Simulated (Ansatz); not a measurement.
# CuI in the zinc blende structure (space group F-43m, No. 216)

```cif
data_CuI
_chemical_formula_sum 'I1 Cu1'
_space_group_name_H-M_alt 'P 1'
_space_group_IT_number 1
_cell_length_a 4.25892
_cell_length_b 4.25892
_cell_length_c 4.25892
_cell_angle_alpha 60.000
_cell_angle_beta 60.000
_cell_angle_gamma 60.000
loop_
_space_group_symop_operation_xyz
  'x, y, z'
loop_
_atom_site_label
_atom_site_type_symbol
_atom_site_fract_x
_atom_site_fract_y
_atom_site_fract_z
_atom_site_occupancy
I1 I 0.75000 0.75000 0.75000 1
Cu1 Cu 0.00000 0.00000 0.00000 1
```

All numbers come from Kohn–Sham DFT with the r2SCAN functional, run in Ansatz (an electronic-structure program) with PAW and 500 eV plane waves, no spin-orbit coupling. Γ-centred 10×10×10 mesh, Fermi–Dirac width 0.05 eV.

| Property | Value |
|---|---|
| Volume per atom | 27.31 Å³ |
| Density | 5.79 g/cm³ |
| Band gap | 1.67 eV, direct at Γ |
| Electron mass | 0.18 mₑ |
| Hole mass (degenerate bands, along [100]) | 0.29, 0.71, 0.71 mₑ |
| Lowest conduction-band minima above the VBM | Γ 1.67 eV; L along ⟨111⟩ 2.57 eV; X along ⟨100⟩ 2.90 eV |
| Total energy | -7079.823 eV/atom (σ→0; compares only within this code and set-up) |

Spin-orbit coupling, missing from the scalar runs, can matter with I. Effective masses come from finite differences of ±0.01 Å⁻¹. Stability against distortions was not tested. All final runs are without spin polarisation.
